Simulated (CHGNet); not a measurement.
# CsCl-type TiCo

Method: the machine-learned potential CHGNet 0.3.0 (trained on PBE and PBE+U data).

Cell (relaxed at this level):

TiCo has the cubic space group Pm-3m (No. 221), the CsCl type structure, Pearson symbol cP2. Lattice parameters: a = 2.982 Å, b = 2.982 Å, c = 2.982 Å, α = 90.00°, β = 90.00°, γ = 90.00°. Ti on 1a has 8 Co at 2.582 Å and 6 Ti at 2.982 Å. Co on 1b has 8 Ti at 2.582 Å and 6 Co at 2.982 Å. (Neighbours: up to the widest gap in distance over summed covalent radii, below 1.35, at either atom.)

For CsCl-type TiCo, the lattice constant a comes out as 2.982 Å and the volume per atom is 13.25 Å³/atom.

Measured, for comparison: lattice constant a 2.995 Å, equilibrium volume per atom 13.43 Å³/atom (room temperature, no zero-point or thermal correction; as tabulated in Yamada et al. (2019), arXiv:1910.09660). Computed (rounded) less measured: lattice constant a -0.4 %, equilibrium volume per atom -1.3 %. A static lattice is as a rule a little smaller and stiffer than an uncorrected measurement, which narrows the difference in the lattice constant a, equilibrium volume per atom and would widen misses of the other sign.

A machine-learned potential is trained on density-functional data: it inherits that level's misses and adds fitting errors of its own.

Note: the model gives imaginary modes for this phase (in the spectrum interpolated from a supercell).
